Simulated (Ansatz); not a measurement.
What biaxial strain −0.55 %, plane normal [111], relaxed out of plane does to Ge

The reference is Ge in the diamond structure (space group Fd-3m, No. 227; a = 5.6762 Å). Axes: x, y, z lie along the cube axes.

Now apply this change: biaxial strain −0.55 %, plane normal [111], relaxed out of plane (Cartesian); in-plane vectors clamped, the third vector and the atoms free.

The values are results of PBEsol in Ansatz (plane waves to 420 eV, PAW, no spin-orbit coupling), not measurements. k-mesh 14×14×14 (Γ-centred); smearing 0.05 eV (Fermi–Dirac).

The volume per atom decreases by 0.20 Å³ (22.86 Å³ → 22.66 Å³) and the space group changes from Fd-3m (No. 227) to R-3m (No. 166). The shortest interatomic distance drops by 0.009 Å to 2.449 Å and the energy increases by 0.7 meV/atom. The pressure (mean of the normal stresses, compression positive) goes from zero to 0.6 GPa and the band gap remains zero. The out-of-plane strain comes out as +0.21 % (rough) and the mean in-plane stress (compression positive) amounts to +0.9 GPa (rough).

Final structure (turned so that z lies along the plane normal):

```
Ge
1.0
    3.99157     0.00000     0.00000
    1.99579     3.45680     0.00000
    1.99579    -1.15227     3.28411
Ge
2
Direct
  0.99930   0.50035   0.50105
  0.50070   0.74965   0.24895
```

Without a gap, meshes like the base's 14×14×14 leave anisotropic stresses uncertain by several tenths of a GPa, and small strain energies with them. No phonon test of stability was made. The zero or small gap of Ge can change with the level of theory.

Ansatz is a quantum-chemistry and plane-wave program.
